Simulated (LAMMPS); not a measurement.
Pressure dependence of Al (fcc) at 560 K, from the crystal.

All values are model results, not measurements: classical MD, pair style adp, file AlCu.adp; code LAMMPS.

```tsv
P (GPa)	state	volume	coordination number
0	crystal; no diffusion seen in 30 ps	17.0147 ± 0.0003 Å³/atom	12.0 (counted to 3.50 Å)
2	crystal; no diffusion seen in 30 ps	16.5909 ± 0.0007 Å³/atom	12.0 (counted to 3.46 Å)
5	crystal; no diffusion seen in 30 ps	16.0436 ± 0.0005 Å³/atom	12.0 (counted to 3.42 Å)
```

Caution (rows 2; 5): a run this short can hold a crystal over, or a liquid under, the potential's own melting point, which these runs don't give.

Estimate the isothermal bulk modulus at zero pressure. A parabola P(ln V) through the three points gives −dP/d ln V = 75 GPa at zero pressure.

States go by the mean squared displacement: a species diffuses where it passes 1.5 Å², still rises and gives D over 1e-6 cm²/s; a crystal has left its structure where atoms lie 0.35 Å off their sites on average or a cubic box changes its shape by 3 %, or the axial ratios of another lie 8 % off the starting cell's, which the potential's own relaxation can also do.

Errors shown are sampling errors alone.
